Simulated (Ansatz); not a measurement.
Levels about the gap of amorphous Hf16Ti2O36 (54 atoms in a cell of 725 Å³, 8.08 g/cm³; zone centre alone, so wide bands show as single levels with stretches between that a denser mesh fills), at the geometry that PBE relaxed, where it gives 0.1 GPa on a denser mesh. The participation number counts the atoms over which a state spreads; weights are charges in smoothed Voronoi cells. The levels come from a single point, so bond lengths are those of that geometry. Method of the levels: PBE, scalar-relativistic without spin-orbit coupling (Ansatz, an electronic-structure program). Sampling: the zone centre alone; Fermi-Dirac width 0.02 eV; no spin polarisation. At PBE the levels at the empty edge of the gap are localised (band-tail or defect states), and the nearest spread-out levels lie 4.2 eV apart at the zone centre.

The cell was made by melting and quenching with the CHGNet potential and then relaxed with DFT. O atoms were pushed apart under 1.9 Å during the dynamics, to hinder bonds among them. The hot cell started wider than the set density and was brought back towards it in steps. It is the lowest in DFT energy of 2 quenches. It is a model cell: composition and starting density were chosen by hand, and all elements were melted together. No dispersion term was used. Its density started from a set value of 8.35 and ended at 8.08 g/cm³. The quench (nominally 380 K/ps over its main leg) was far faster than any real one, so the model tends to hold more defects than a real film. Values belong to this one cell and scatter from quench to quench. Volume and shape were free in the relaxation.

| E - E(highest filled), eV | filling | participation number | largest on | weight O | weight Ti | weight Hf |
|---|---|---|---|---|---|---|
| -0.34 | filled | 18.9 | O, 3 neighbours | 0.94 | 0.01 | 0.05 |
| -0.31 | filled | 15.9 | O, 2 neighbours | 0.95 | 0.00 | 0.05 |
| -0.26 | filled | 8.9 | O, 2 neighbours | 0.93 | 0.00 | 0.07 |
| -0.19 | filled | 17.4 | O, 3 neighbours | 0.95 | 0.00 | 0.05 |
| -0.07 | filled | 9.8 | O, 2 neighbours | 0.94 | 0.00 | 0.05 |
| -0.02 | filled | 13.4 | O, 3 neighbours | 0.95 | 0.01 | 0.04 |
| 0.00 | filled | 15.2 | O, 3 neighbours | 0.95 | 0.00 | 0.04 |
| 3.35 | empty | 2.5 | Ti, 5 neighbours | 0.23 | 0.70 | 0.08 |
| 3.38 | empty | 2.1 | Ti, 5 neighbours | 0.22 | 0.70 | 0.08 |
| 3.58 | empty | 2.7 | Ti, 6 neighbours | 0.24 | 0.66 | 0.10 |
| 3.85 | empty | 2.7 | Ti, 5 neighbours | 0.25 | 0.63 | 0.12 |
| 3.94 | empty | 2.2 | Ti, 6 neighbours | 0.24 | 0.70 | 0.06 |
| 4.20 | empty | 19.3 | Hf, 6 neighbours | 0.46 | 0.04 | 0.50 |
| 4.30 | empty | 4.4 | Ti, 6 neighbours | 0.28 | 0.52 | 0.20 |

Most localised among these is the empty level at +3.38 eV, on a Ti atom, which has 5 neighbours (O 1.77 Å, O 1.85 Å, O 1.93 Å, O 1.96 Å, O 2.48 Å).
